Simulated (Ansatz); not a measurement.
Consider Se (space group P3_121, No. 152; a = 4.5057 Å, c = 4.9913 Å; made of chains). Axes: x lies along a and z along c of the hexagonal cell.

Computed with r2SCAN (Ansatz, a quantum-chemistry and plane-wave program, PAW, without spin-orbit coupling).

Base values:

The band gap is 1.33 eV and the electron mass comes out as 0.18 mₑ along c, 0.43 mₑ across (at H).

Now apply this change: uniaxial stress, 0.5 GPa tension along z; all other stress components relax to zero.

Problem. What happens to the band gap and electron mass?

Solution. The band gap falls by 0.10 eV (1.33 eV → 1.23 eV); the electron mass goes from 0.18 mₑ along c, 0.43 mₑ across (at H) to 0.16 mₑ along z, 0.40 mₑ across (at H).

Load acts through the strain it causes; cell and atoms are relaxed under it. Effective masses come from finite differences of ±0.01 Å⁻¹. Stability under load was not tested beyond the relaxation. No dispersion term is included, though the crystal is made of layers, chains or molecules, so its spacings can come out too wide.
